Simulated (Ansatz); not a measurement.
We consider SrAlO2F (model structure, started from the SrVO2H type, P4/mmm, No. 123, 5 atoms in the cell), described by G0W0@PBEsol (hard PAW, contour deformation; Ansatz, a program for electronic structure).

The same calculation (at the PBEsol cell, 10.873 Å³/atom) with different numerical settings; throughout: k mesh 2×2×2:

```csv
run,response cutoff (eV),empty bands,quasiparticle gap on the mesh (eV),quasiparticle gap at Γ (eV),rough time
1,100,227,5.578,6.568,30 core-s
2,150,417,5.768,6.749,70 core-s
3,200,641,5.893,6.868,3 core-min
4,250,896,5.969,6.938,6 core-min
5,300,1178,…,…,10 core-min
```

Q: Fill in the missing entries.

A: 
- 5, quasiparticle gap on the mesh (eV): 6.017
- 5, quasiparticle gap at Γ (eV): 6.982

In the column quasiparticle gap on the mesh (eV) the first row differs from the last by -0.439 and the next to last by -0.048.

The last row is no converged limit: other settings stay fixed.

Spin–orbit coupling is not included.

A model structure was made by putting elements into a prototype or built by hand; it is no filed structure, need not be a known phase, and can be a saddle point held by its symmetry.
